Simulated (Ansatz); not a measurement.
Data:

```yaml
crystal:
  lattice:
    - [0.00000, 2.67386, 2.67386]
    - [2.67386, 0.00000, 2.67386]
    - [2.67386, 2.67386, 0.00000]
  atoms:
    - { symbol: Na, position: [0.00000, 0.00000, 0.00000] }
    - { symbol: Cl, position: [0.50000, 0.50000, 0.50000] }
```

All values below come from PBEsol, rigid bands (plane waves, PAW, scalar-relativistic; Ansatz, a first-principles code). Condition of this run: hydrostatic pressure 5 GPa (the target of the relaxation). Cell: cell and atoms relaxed with PBEsol, then loaded as said.

Question: Predict the hole conductivity mass (n e² τ/σ) at 300 K, by direction if it differs.

Answer: 2.6 mₑ.

Question: Predict the electron conductivity mass (n e² τ/σ) at 300 K, by direction if it differs.

Answer: 0.38 mₑ.

Question: And the band gap?

Answer: 5.60 eV at this level; semilocal functionals usually fall short of the measured gap.

Rigid bands, one relaxation time for all states, no polarons. Spin-orbit coupling is left out; where it splits the top of the valence band it changes the hole mass and lowers the gap by about a third of the splitting.
